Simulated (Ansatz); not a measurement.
**Pt on the 1x1 (111) surface of fcc Pd, one in a 2x2 cell, started at the site 'bridge Pd-Pd (span 2.8 Å)'**

These are PBE (plane waves to 420 eV, PAW; Ansatz, a program for electronic structure) values and carry that method's errors.

Set-up: 17 atoms, 6.8 Å thick at the start under the adsorbate (thin: gaps and levels are the slab's own); mesh 6x6x1; 0.1 eV smearing; dipole correction on; 8 atoms held, the rest relaxed; symmetry of the start imposed; spin-polarised, no spin-orbit, no U, no dispersion correction. The starting moment vanished. At the end it is bonded to 3 Pd. In PBE it is, or lies within 0.03 eV of, the lowest of the starts that converged.

* **adsorption energy against an atom of fcc Pt**: 1.51 eV
* **work function of the top face**: 4.67 eV
* **change of the work function**: -0.57 eV
* **change of the step from the bottom to the top vacuum level, against the clean slab**: -0.55 eV
* **energy released by relaxation**: 0.98 eV
* **height of the binding atom over the mean of the host atoms within 0.3 Å of the top one**: 1.942 Å
* **magnetic moment of the cell**: 0.00 μB
* **nearest host atoms of the binding atom**: Pd at 2.56 Å, Pd at 2.56 Å, Pd at 2.56 Å
* **largest move of a host atom**: 0.05 Å
* **note**: in the relaxation the adsorbate left its starting site by 0.8 Å
* **cost**: very roughly 90 core-minutes

A negative adsorption energy means that the adsorbate is more stable on the surface than in its reference.
